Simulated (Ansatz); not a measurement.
## A computed series for InSe: pressure series

Take InSe in the beta-GaS type structure (space group P6_3/mmc, No. 194; a = 4.032 Å, c = 16.763 Å; layered, stacked along the Cartesian z axis) as the base.

Cell and atoms are relaxed at each pressure.

Method: PBE-D3(BJ) (Ansatz, a first-principles code), scalar-relativistic without spin-orbit coupling, earlier PAW set.

Candidates:
(a) pressure 9 GPa
(b) pressure 22.5 GPa
(c) pressure 15 GPa
(d) pressure 0.9 GPa
(e) pressure 30 GPa

Base values:

```
Quantity   Result
---------  ------
c/a ratio   4.157
```

Q: Order them by c/a ratio, lowest first.

A: (d) pressure 0.9 GPa (4.127), (a) pressure 9 GPa (4.157), (c) pressure 15 GPa (4.236), (b) pressure 22.5 GPa (4.341), (e) pressure 30 GPa (4.454)

The mesh was chosen for an insulator and is coarse for the gapless case. Load acts through the strain it causes; cell and atoms are relaxed under it. Whether these cells are dynamically stable was not tested. Competing high-pressure phases were not computed. All final runs are without spin polarisation.
